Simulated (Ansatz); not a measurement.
Cl on the 1x1 (0001) surface of hcp Ru, one in a 2x2 cell, energies for each (25.7 Å²). Energies are against ½ Cl2(g), without zero-point or thermal terms; each row is named by its start.

The numbers are results of PBE (plane waves to 420 eV, PAW; Ansatz, a first-principles code), not measurements.

Set-up: 17 atoms, 6.3 Å thick at the start under the adsorbate (thin: gaps and levels are the slab's own); mesh 6x6x1; 0.1 eV smearing; dipole correction on; 8 atoms held, the rest relaxed; each run with such symmetry as its start has; no spin, no spin-orbit, no U, no dispersion correction.

A negative adsorption energy means that the adsorbate is more stable on the surface than in its reference. Heights count from the host atoms within 0.3 Å of the top one.

```
starting site                           E_ads (eV)  height (Å)  nearest host atom (Å)  bonded to  Δ work function (eV)  lateral drift (Å)
--------------------------------------  ----------  ----------  ---------------------  ---------  --------------------  -----------------
top Ru                                       -1.75        2.33                Ru 2.30         Ru                  0.75                0.0
hollow Ru-Ru-Ru                              -2.32        1.96                Ru 2.49       3 Ru                 -0.18                0.0
hollow Ru-Ru-Ru over Ru at depth 2.1 Å       -2.28        1.96                Ru 2.49       3 Ru                 -0.19                0.0
bridge Ru-Ru (span 2.7 Å)                    -2.32        1.95                Ru 2.49       3 Ru                 -0.18                0.8
```
